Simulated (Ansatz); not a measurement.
We consider ZrTa (model structure, Cmcm, No. 63, 4 atoms in the cell), described by LDA (Ansatz, a program for electronic structure, plane waves, PAW).

Settings: plane-wave cutoff 520 eV, 16×16×12 k mesh (along the axes of the cell as run), Fermi–Dirac smearing 0.05 eV, scalar-relativistic PAW data made under PBE.

Cell (relaxed at this level):

TaZr is modelled in the orthorhombic space group Cmcm (No. 63), Pearson symbol oS8. Lattice parameters: a = 2.875 Å, b = 11.171 Å, c = 4.838 Å, α = β = γ = 90.00°. Zr on 4c is surrounded by 1 Ta at 2.868 Å and 6 Ta at 3.074–3.090 Å and 2 Zr at 2.875 Å and 4 Zr at 3.233 Å. Ta on 4c is surrounded by 4 Ta at 2.815–2.875 Å and 1 Zr at 2.868 Å and 6 Zr at 3.074–3.090 Å. (Neighbours: up to the widest gap in distance over summed covalent radii, below 1.35, at either atom.)
(The calculation used a cell of 4 atoms; values per cell refer to that cell.)

### Question
Predict the bulk modulus B0.

### Answer

* **bulk modulus B0**: 147 GPa

The run finds no gap.

Note: the bulk modulus is −V dP/dV from two relaxed cells at ±2 % in volume; the relaxation could raise the start's symmetry but not lower it, so the cell can be a saddle point.

Spin–orbit coupling is not included.

Static lattice: no zero-point or thermal effects.

A model structure was made by putting elements into a prototype or built by hand; it is no filed structure, need not be a known phase, and can be a saddle point held by its symmetry.
